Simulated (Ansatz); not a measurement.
A computed series for Pd: pressure series

Base system: Pd in the fcc (Cu type) structure (space group Fm-3m, No. 225; a = 3.8755 Å).

Cell and atoms are relaxed at each pressure.

Computed with PBEsol/PAW in Ansatz (a first-principles code), scalar-relativistic without spin-orbit coupling, earlier PAW set.

```json
[
 {"P (GPa)": "-2.01", "V (Å³/atom)": "14.700"},
 {"P (GPa)": "-1.01", "V (Å³/atom)": "14.626"},
 {"P (GPa)": "3.01", "V (Å³/atom)": "14.348"},
 {"P (GPa)": "7.01", "V (Å³/atom)": "14.102"},
 {"P (GPa)": "15.00", "V (Å³/atom)": "13.677"},
 {"P (GPa)": "30.00", "V (Å³/atom)": "13.046"},
 {"P (GPa)": "50.00", "V (Å³/atom)": "12.408"},
 {"P (GPa)": "75.00", "V (Å³/atom)": "11.802"},
 {"P (GPa)": "100.02", "V (Å³/atom)": "11.324"}
]
```

**Question.** Fit a third-order Birch–Murnaghan equation of state.

**Answer.** Least squares on P(V) = (3B₀/2)[(V₀/V)^(7/3) − (V₀/V)^(5/3)]·[1 + (3/4)(B₀′ − 4)((V₀/V)^(2/3) − 1)] gives V₀ = 14.55 Å³/atom, B₀ = 206 GPa and B₀′ = 5.2.

Load acts through the strain it causes; cell and atoms are relaxed under it. Whether these cells are dynamically stable was not tested. No other phases were tried under pressure. All final runs are without spin polarisation.
